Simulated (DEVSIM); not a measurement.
Device: Ru/AlN/n-Si capacitor, at 400 K.

```
layer (left to right)  material  thickness (nm)  Nd (cm⁻³)
---------------------  --------  --------------  ---------
1                           AlN            9.40          -
2                            Si            1300     1.9e17
```

Metal gate on the left, work function 4.7 eV. Fixed charge at the semiconductor interface -3.6e10 cm⁻² (in units of +e); no interface traps.

This is a model device: material constants are rounded textbook-type values typed into the input, and sizes, dopings and lifetimes were drawn at random. Values at 300 K; Nc and Nv go as T^1.5, mobilities as T to minus their exponent, the gap by Varshni's rule with the affinity fixed.

| parameter | AlN | Si |
|---|---|---|
| gap (eV) | 6.1 | 1.124 |
| affinity (eV) | 1.9 | 4.05 |
| permittivity | 8.5 | 11.7 |
| Nc (cm⁻³) | - | 2.86e19 |
| Nv (cm⁻³) | - | 3.1e19 |
| Varshni α (eV/K) | - | 0.000473 |
| Varshni β (K) | - | 636 |

Model (solved in DEVSIM): 1D Poisson equation in equilibrium, Boltzmann statistics, complete ionisation; no quantum confinement or tunnelling. Metal contacts follow the ideal Schottky-Mott rule: no Fermi-level pinning, no interface dipoles.

Problem. Tabulate band edges, carrier densities and field at -0.2 V on the gate.

Solution. Energies count from the Fermi level of the right contact; mesh points crowd at the junctions.

```json
[
 {"x (μm)": "0.000", "Ec (eV)": "3.000", "Ev (eV)": "-3.100", "n (cm⁻³)": "< 1e2", "p (cm⁻³)": "< 1e2", "field (V/cm)": "-210000"},
 {"x (μm)": "0.001095", "Ec (eV)": "2.977", "Ev (eV)": "-3.123", "n (cm⁻³)": "< 1e2", "p (cm⁻³)": "< 1e2", "field (V/cm)": "-210000"},
 {"x (μm)": "0.002961", "Ec (eV)": "2.938", "Ev (eV)": "-3.163", "n (cm⁻³)": "< 1e2", "p (cm⁻³)": "< 1e2", "field (V/cm)": "-210000"},
 {"x (μm)": "0.005849", "Ec (eV)": "2.877", "Ev (eV)": "-3.224", "n (cm⁻³)": "< 1e2", "p (cm⁻³)": "< 1e2", "field (V/cm)": "-210000"},
 {"x (μm)": "0.008509", "Ec (eV)": "2.820", "Ev (eV)": "-3.280", "n (cm⁻³)": "< 1e2", "p (cm⁻³)": "< 1e2", "field (V/cm)": "-210000"},
 {"x (μm)": "0.009524", "Ec (eV)": "0.650", "Ev (eV)": "-0.447", "n (cm⁻³)": "2.9e11", "p (cm⁻³)": "1.1e14", "field (V/cm)": "-160000"},
 {"x (μm)": "0.01086", "Ec (eV)": "0.629", "Ev (eV)": "-0.468", "n (cm⁻³)": "5.3e11", "p (cm⁻³)": "6.1e13", "field (V/cm)": "-150000"},
 {"x (μm)": "0.01499", "Ec (eV)": "0.567", "Ev (eV)": "-0.529", "n (cm⁻³)": "3.1e12", "p (cm⁻³)": "1.0e13", "field (V/cm)": "-140000"},
 {"x (μm)": "0.02198", "Ec (eV)": "0.475", "Ev (eV)": "-0.621", "n (cm⁻³)": "4.6e13", "p (cm⁻³)": "7.1e11", "field (V/cm)": "-120000"},
 {"x (μm)": "0.03621", "Ec (eV)": "0.331", "Ev (eV)": "-0.765", "n (cm⁻³)": "3.0e15", "p (cm⁻³)": "1.1e10", "field (V/cm)": "-80000"},
 {"x (μm)": "0.06517", "Ec (eV)": "0.206", "Ev (eV)": "-0.891", "n (cm⁻³)": "1.1e17", "p (cm⁻³)": "2.8e8", "field (V/cm)": "-15000"},
 {"x (μm)": "0.1601", "Ec (eV)": "0.188", "Ev (eV)": "-0.909", "n (cm⁻³)": "1.9e17", "p (cm⁻³)": "1.7e8", "field (V/cm)": "≈ 0"},
 {"x (μm)": "0.3174", "Ec (eV)": "0.188", "Ev (eV)": "-0.909", "n (cm⁻³)": "1.9e17", "p (cm⁻³)": "1.7e8", "field (V/cm)": "≈ 0"},
 {"x (μm)": "0.6375", "Ec (eV)": "0.188", "Ev (eV)": "-0.909", "n (cm⁻³)": "1.9e17", "p (cm⁻³)": "1.7e8", "field (V/cm)": "≈ 0"},
 {"x (μm)": "1.040", "Ec (eV)": "0.188", "Ev (eV)": "-0.909", "n (cm⁻³)": "1.9e17", "p (cm⁻³)": "1.7e8", "field (V/cm)": "≈ 0"},
 {"x (μm)": "1.178", "Ec (eV)": "0.188", "Ev (eV)": "-0.909", "n (cm⁻³)": "1.9e17", "p (cm⁻³)": "1.7e8", "field (V/cm)": "≈ 0"},
 {"x (μm)": "1.245", "Ec (eV)": "0.188", "Ev (eV)": "-0.909", "n (cm⁻³)": "1.9e17", "p (cm⁻³)": "1.7e8", "field (V/cm)": "≈ 0"},
 {"x (μm)": "1.278", "Ec (eV)": "0.188", "Ev (eV)": "-0.909", "n (cm⁻³)": "1.9e17", "p (cm⁻³)": "1.7e8", "field (V/cm)": "≈ 0"},
 {"x (μm)": "1.299", "Ec (eV)": "0.188", "Ev (eV)": "-0.909", "n (cm⁻³)": "1.9e17", "p (cm⁻³)": "1.7e8", "field (V/cm)": "≈ 0"},
 {"x (μm)": "1.305", "Ec (eV)": "0.188", "Ev (eV)": "-0.909", "n (cm⁻³)": "1.9e17", "p (cm⁻³)": "1.7e8", "field (V/cm)": "≈ 0"},
 {"x (μm)": "1.308", "Ec (eV)": "0.188", "Ev (eV)": "-0.909", "n (cm⁻³)": "1.9e17", "p (cm⁻³)": "1.7e8", "field (V/cm)": "≈ 0"},
 {"x (μm)": "1.309", "Ec (eV)": "0.188", "Ev (eV)": "-0.909", "n (cm⁻³)": "1.9e17", "p (cm⁻³)": "1.7e8", "field (V/cm)": "≈ 0"}
]
```
